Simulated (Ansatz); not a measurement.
The reference is BaTe in the rock salt structure (space group Fm-3m, No. 225; a = 7.064 Å).

Computed with PBE (Ansatz, a program for electronic structure, PAW, no spin-orbit coupling).

Strains are applied to the cell and any free atomic positions relax.

One change was made to it. Results:

| quantity | base | after |
|---|---|---|
| band gap | 1.66 eV | 1.73 eV |
| pressure | 0.0 kbar | -11.6 kbar |
| energy relative to the base (free energy F) | 0 meV/atom | +7.6 meV/atom |

### Question
Name the change that was made.
A. isotropic strain −1.50 %
B. isotropic strain +3.00 %
C. isotropic strain +2.00 %
D. isotropic strain +1.00 %
E. isotropic strain +1.50 %

### Answer
E, isotropic strain +1.50 %. For comparison, the pressure in the other runs: isotropic strain +2.00 % gives -14.9 kbar; isotropic strain +3.00 % gives -20.9 kbar; isotropic strain +1.00 % gives -8.0 kbar; isotropic strain −1.50 % gives 14.3 kbar.

With Te present, leaving out spin-orbit coupling can change the band edges. No phonon test of stability was made.
